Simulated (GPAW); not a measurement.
GPAW run on MoTe2 (P1, 6 atoms in the cell): self-consistent single point.

Level of theory: PBE, GPAW PAW datasets PBE (gpaw-data 1.0.1) (plane waves; GPAW).

```yaml
crystal:
  lattice:
    - [1.76000, -3.04841, 0.00000]
    - [1.76000, 3.04841, 0.00000]
    - [0.00000, 0.00000, 13.96000]
  atoms:
    - { symbol: Te, position: [0.33972, 0.64366, 0.87762] }
    - { symbol: Te, position: [0.68308, 0.35618, 0.38375] }
    - { symbol: Te, position: [0.67248, 0.33391, 0.12378] }
    - { symbol: Te, position: [0.31317, 0.64053, 0.62159] }
    - { symbol: Mo, position: [0.32263, 0.64889, 0.24832] }
    - { symbol: Mo, position: [0.66891, 0.37685, 0.74493] }
```

Reference input (self-consistent single point, DFT PBE, plane waves, GPAW PAW datasets PBE (gpaw-data 1.0.1)): mode = pw; ecut = 600 eV; xc = PBE; kpts = 5 5 1; mesh shift (steps) = 0 0 0; occupations.name = fermi-dirac; occupations.width = 0.01 eV; nbands = -6; convergence.density = 1e-05 e/electron; convergence.energy = 1e-05 eV/electron; convergence.bands = -4; symmetry.symmorphic = false. This run's input differs from it in these lines:

```diff
@@ -18,3 +18,3 @@
             xc='PBE',
-            kpts=(5, 5, 1),
+            kpts={'size': (6, 6, 2), 'gamma': True},
             occupations={'name': 'fermi-dirac', 'width': 0.01},
```

The program printed (abridged):

```
     iter     time        total  log10-change:
                         energy   eigst   dens
iter:   1 --:--:--   -37.706120   +0.43
iter:   2 --:--:--   -37.493729   -0.56  -1.19
iter:   3 --:--:--   -36.956579   -1.26  -1.21
iter:   4 --:--:--   -36.533917   -1.21  -1.27
iter:   5 --:--:--   -36.578171   -1.56  -1.48
   [... 2 lines left out ...]
iter:   8 --:--:--   -36.466819   -2.44  -2.34
iter:   9 --:--:--   -36.466256   -3.20  -2.43
iter:  10 --:--:--   -36.463917   -3.67  -2.64
iter:  11 --:--:--   -36.463725   -4.09  -2.74
iter:  12 --:--:--   -36.463686c  -4.64  -2.84
iter:  13 --:--:--   -36.463522c  -4.42  -2.90
iter:  14 --:--:--   -36.463404c  -4.39  -3.05
iter:  15 --:--:--   -36.463371c  -5.07  -3.34
iter:  16 --:--:--   -36.463341c  -5.35  -3.47
   [... 2 lines left out ...]
iter:  19 --:--:--   -36.463334c  -6.48  -3.87
iter:  20 --:--:--   -36.463333c  -6.19  -3.92
iter:  21 --:--:--   -36.463332c  -7.25  -4.30
iter:  22 --:--:--   -36.463331c  -7.07  -4.45
iter:  23 --:--:--   -36.463331c  -7.49c -4.56
iter:  24 --:--:--   -36.463331c  -7.67c -4.72
iter:  25 --:--:--   -36.463331c  -8.06c -4.83
iter:  26 --:--:--   -36.463331c  -8.34c -4.97
iter:  27 --:--:--   -36.463331c  -8.73c -5.15c
Converged after 27 iterations.

Dipole moment: (-0.044790, -0.079266, 0.116139) |e|*Ang

Energy contributions relative to reference atoms: (reference = -959430.878998)

Kinetic:        +23.897009
Potential:      -29.485947
External:        +0.000000
XC:             -30.685874
Entropy (-ST):   -0.000000
Local:           -0.188520
SIC:             +0.000000
--------------------------
Free energy:    -36.463331
Extrapolated:   -36.463331

Showing only first 2 kpts
 Kpt  Band  Eigenvalues  Occupancy
  0    24      7.98373    2.00000
  0    25      8.15527    2.00000
  0    26     10.37471    0.00000
  0    27     10.76717    0.00000

  1    24      8.06090    2.00000
  1    25      8.13885    2.00000
  1    26     10.37472    0.00000
  1    27     10.75510    0.00000

Fermi level: 8.45993

Gap: 0.698 eV
Transition (v -> c):
   [... lines left out ...]
Direct gap: 0.991 eV
   [... lines left out ...]
  0 Te    0.58847    1.40208    0.13785
  1 Te   -0.64185   -0.18656   -0.66358
  2 Te   -0.51021   -0.04882   -0.83672
  3 Te    1.13095    1.11749   -1.44919
  4 Mo    1.14463    0.24903    1.45296
  5 Mo   -1.71203   -2.53395    1.36043

Stress tensor:
    -0.008456     0.011691     0.007062
     0.011691    -0.027448    -0.002466
     0.007062    -0.002466    -0.030925
Stress (GPa, Voigt): [-1.3548 -4.3977 -4.9548 -0.395   1.1315  1.8731]
```

The run converged in 27 iterations. GPAW prints stress with tension positive. Against the reference run the free energy drops by 8.9 meV/atom, the pressure goes from 3.78 to 3.57 GPa, the largest force goes from 3.333 to 3.347 eV/Å and the gap on the mesh goes from 0.632 to 0.698 eV.

The starting cell has typed, rounded lattice constants, without a prior relaxation at this level. Its atoms were displaced at random from the sites of space group no. 194. Spin-orbit coupling is off. With a pressure of about 4 GPa the cell is away from its equilibrium volume at this level. Forces in this geometry exceed 1 eV/Å. Another mesh or the band path of this cell gives a smaller gap, so this value is not converged in the mesh.

Cost on one core of a shared machine: roughly 4 min.
